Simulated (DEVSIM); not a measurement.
Device: illuminated Si p-on-n cell, one wavelength, at 300 K.

Layer 1 from the left is Si, thickness (μm) 0.310, Na (cm⁻³) 1.1e18, τn (s) 2.2e-5, τp (s) 0.00015, absorption coefficient (cm⁻¹) 300. Layer 2 from the left is Si, thickness (μm) 210, Nd (cm⁻³) 1.9e17, τn (s) 0.00027, τp (s) 0.00027, absorption coefficient (cm⁻¹) 300.

Left contact: ohmic, minority electron recombination velocity 500 cm/s. Right contact: ohmic, minority hole recombination velocity 1000 cm/s. Voltage is applied to the left contact. Recombination: SRH at mid-gap, radiative, Auger. Light enters at the left, 1.1e17 photons cm⁻² s⁻¹, one pass, no reflection. Mobility is constant in doping.

The device is made up for the run: typed textbook-type constants, with dimensions and the other settings drawn at random. Values at 300 K.

Si: gap (eV) 1.124, affinity (eV) 4.05, permittivity 11.7, Nc (cm⁻³) 2.86e19, Nv (cm⁻³) 3.1e19, μn (cm²/Vs) 1417, μp (cm²/Vs) 470, B (cm³/s) 4.7e-15, Cn (cm⁶/s) 2.8e-31, Cp (cm⁶/s) 9.9e-32.

Simulated with DEVSIM: 1D drift-diffusion, Boltzmann statistics, complete ionisation; no tunnelling, impact ionisation, image-force lowering or self-heating.

Dark forward current:

| |V| (V) | |J| (A/cm²) |
|---|---|
| 0.35 | 4.640e-8 |
| 0.40 | 3.129e-7 |
| 0.45 | 2.142e-6 |
| 0.50 | 1.475e-5 |
| 0.55 | 0.0001019 |
| 0.60 | 0.0007042 |
| 0.65 | 0.004869 |
| 0.70 | 0.03366 |
| 0.75 | 0.2321 |
| 0.80 | 1.572 |
| 0.85 | 9.929 |
| 0.90 | 52.93 |
| 0.95 | 197.9 |
| 1.00 | 491.3 |
| 1.05 | 922.4 |
| 1.10 | 1465 |
| 1.15 | 2097 |

**Question.** Work out the local ideality factor n = ΔV / (kT/q · ln(J2/J1)) between the rows 0.35 and 0.40 V, 0.60 and 0.65 V, 1.10 and 1.15 V.

**Answer.** kT/q = 25.85 mV. From 0.35 to 0.40 V: ln(3.129e-7/4.640e-8) = 1.909, n = 1.01, near the 1 of diffusion or emission over a barrier. From 0.60 to 0.65 V: ln(0.004869/0.0007042) = 1.934, n = 1.00, near the 1 of diffusion or emission over a barrier. From 1.10 to 1.15 V: ln(2097/1465) = 0.359, n = 5.39.

**Question.** What current could the absorbed light give at most, and what share is collected?

**Answer.** Σ αd = 6.31, so qΦ(1 − exp(−Σ αd)) = 17.6 mA/cm². The simulated short-circuit current is 15.38 mA/cm², a share of 0.87.

**Question.** Estimate the open-circuit voltage by superposition: the voltage at which the dark current equals that short-circuit current.

**Answer.** Interpolating ln J in the table gives 0.680 V. The simulation gives 0.680 V, the same within the digits that matter. Superposition holds where collection doesn't change with voltage.

**Question.** Estimate the fill factor from FF0 = (v − ln(v + 0.72))/(v + 1), v = qVoc/(nkT), with n from the dark curve.

**Answer.** The rows about Voc, 0.65 and 0.70 V, give n = 1.00, so v = 26.3 and FF0 = 0.843. The simulation gives 0.843, the same within the digits that matter.
